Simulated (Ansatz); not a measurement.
Structures of equal composition on the (0001) surface of wurtzite GaN (Ga plane on top): 2x2 In adatom at H3; 2x2 In adatom at T4. The slabs share one bottom face, and each structure is named by its start. These are constructed structures in small cells; real faces may alloy, dewet or reconstruct in larger ones, and not all known structures of the face are among them. Slabs of about 14 Å, Fermi-Dirac smearing of 0.025 eV. Bottom of the slabs: H caps. Relaxed from the named starts with such symmetry as they have, on meshes of like density; energies extrapolated to zero smearing; spin only where a row says so; no spin-orbit coupling, no U. Brackets mark spin-polarised runs, whose order is one that fits the cell. Where a second, spin-polarised start was run, the lower counts.

All values below come from PBE (plane waves to 420 eV, PAW; Ansatz, a first-principles code).

**Question.** Put the candidates in order of energy per 1x1 cell, lowest first, for PBE.

**Answer.** 2x2 In adatom at T4 (0.000 eV, a narrow gap of 0.08 eV by band count), 2x2 In adatom at H3 (0.033 eV, a narrow gap of 0.04 eV by band count)
